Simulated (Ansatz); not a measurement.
# A computed series for hypothetical diamond Li: pressure series

Take Li in the diamond structure (space group Fd-3m, No. 227; a = 5.878 Å; a hypothetical phase, not in the database extracts checked) as the base.

Cell and atoms are relaxed at each pressure.

All numbers come from Ansatz (a program for electronic structure), PBEsol, PAW, cutoff 420 eV, no spin-orbit coupling.

Notes on the quantities. enthalpy: H = E + PV relative to the base's energy.

```json
[
 {"variant": "base", "enthalpy": "–", "density": "0.45 g/cm³"},
 {"variant": "pressure −1 GPa", "enthalpy": "-0.18 eV/atom", "density": "0.34 g/cm³"},
 {"variant": "pressure 0.3 GPa", "enthalpy": "+0.05 eV/atom", "density": "0.48 g/cm³"},
 {"variant": "pressure 0.7 GPa", "enthalpy": "+0.10 eV/atom", "density": "0.51 g/cm³"},
 {"variant": "pressure 1.5 GPa", "enthalpy": "+0.21 eV/atom", "density": "0.56 g/cm³"},
 {"variant": "pressure 3 GPa", "enthalpy": "+0.39 eV/atom", "density": "0.63 g/cm³"},
 {"variant": "pressure 5 GPa", "enthalpy": "+0.61 eV/atom", "density": "0.71 g/cm³"},
 {"variant": "pressure 7.5 GPa", "enthalpy": "+0.85 eV/atom", "density": "0.79 g/cm³"},
 {"variant": "pressure 10 GPa", "enthalpy": "+1.07 eV/atom", "density": "0.86 g/cm³"}
]
```

Load acts through the strain it causes; cell and atoms are relaxed under it. No phonon test of stability was made. Competing high-pressure phases were not computed.
